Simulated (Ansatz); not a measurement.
## Mg2Ge under a change: biaxial strain +1.00 %, plane normal [001], relaxed out of plane

Start from Mg$_{2}$Ge in the anti-fluorite structure (space group Fm-3m, No. 225; a = 6.364 Å). Axes: x, y, z lie along the cube axes.

The change: tensile biaxial strain of 1.00 % in the plane normal to [001], as in epitaxy on a mismatched substrate; the out-of-plane cell vector and the atoms relax.

All numbers come from plane-wave PAW DFT at the PBEsol level (Ansatz, an electronic-structure program, 420 eV), scalar-relativistic without spin-orbit coupling. Settings: 13×13×13 k-points, 0.05 eV Fermi–Dirac smearing.

```csv
quantity,base,changed,shift
volume per atom,21.48 Å³,21.83 Å³,+0.35 Å³
shortest interatomic distance,2.756 Å,2.771 Å,+0.015 Å
energy relative to the base (free energy F),0 meV/atom,+1.7 meV/atom,+1.7 meV/atom
"pressure (mean of the normal stresses, compression positive)",0.0 GPa,-0.8 GPa,-0.8 GPa
band gap,0.08 eV,zero,–
out-of-plane strain (rough),–,-0.39 %,–
mean in-plane stress (compression positive) (rough),–,-1.2 GPa,–
```

Without a gap, meshes like the base's 13×13×13 leave anisotropic stresses uncertain by several tenths of a GPa, and small strain energies with them. No phonon test of stability was made. The final runs are not spin-polarised. Gaps under 0.05 eV, about the width of the smearing, are given as zero. The zero or small gap of Mg2Ge can change with the level of theory.
